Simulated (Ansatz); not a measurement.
System: TiAs (P6₃/mmc, No. 194). Method: r²SCAN+rVV10 (Ansatz, a program for electronic structure, PAW).

Numerical settings: plane-wave cutoff 560 eV, 18×18×6 k mesh (along the axes of the cell as run), Fermi–Dirac smearing 0.05 eV, no spin polarisation, scalar-relativistic PAW data made under PBE.

Computed at the level's own relaxed cell.

**Question.** Give the computed equilibrium lattice constant a, pressure derivative B′ of the bulk modulus, lattice parameter c, volume per atom and bulk modulus B0.

**Answer.** 
equilibrium lattice constant a: 3.629 Å
pressure derivative B′ of the bulk modulus: 4.1
lattice parameter c: 12.011 Å
volume per atom: 17.13 Å³/atom
bulk modulus B0: 130 GPa

The run finds no gap.

Note: the bulk modulus comes from volumes at which shape and atoms were relaxed.

The computed numbers hold no vibrational or temperature effects.
